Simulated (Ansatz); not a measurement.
Consider KNiF$_{3}$ in the cubic perovskite structure (space group Pm-3m, No. 221; ferromagnetic).

```xyz
5
Lattice="4.0013 0.0000 0.0000 0.0000 4.0013 0.0000 0.0000 0.0000 4.0013" Properties=species:S:1:pos:R:3 pbc="T T T"
K      0.0000     0.0000     0.0000
Ni     2.0006     2.0006     2.0006
F      0.0000     2.0006     2.0006
F      2.0006     0.0000     2.0006
F      2.0006     2.0006     0.0000
```

Calculations: PBEsol in Ansatz (plane waves to 420 eV, PAW, no SOC).

Before the change:

| Quantity | Result |
|---|---|
| Largest site moment | 1.67 μB |
| Lattice parameter a | 4.001 Å |

Now apply this change: every F is replaced by N; the structure is relaxed again.

Tabulated Pauling electronegativity and covalent radius: F 3.98, 0.57 Å; N 3.04, 0.71 Å.

Task: What does the calculation give for the largest site moment after the change?

Result: The largest site moment shrinks by 0.546 μB (1.67 μB → 1.13 μB).

Task: What does the calculation give for the lattice parameter a after the change?

Result: The lattice parameter a falls by 0.101 Å (4.001 Å → 3.900 Å).

Whether these cells are dynamically stable was not tested. As relaxed here, KNiN3 is a hypothetical phase, not in the database extracts checked. No Hubbard U is applied and the magnetic state is the run's own (KNiF3 ferromagnetic); small cells can't hold the antiferromagnetic order that many such compounds have, so gaps and moments can be off. Many cubic perovskites are stable only at high temperature; tilts and polar distortions were not tested.

Ansatz is an electronic-structure program.
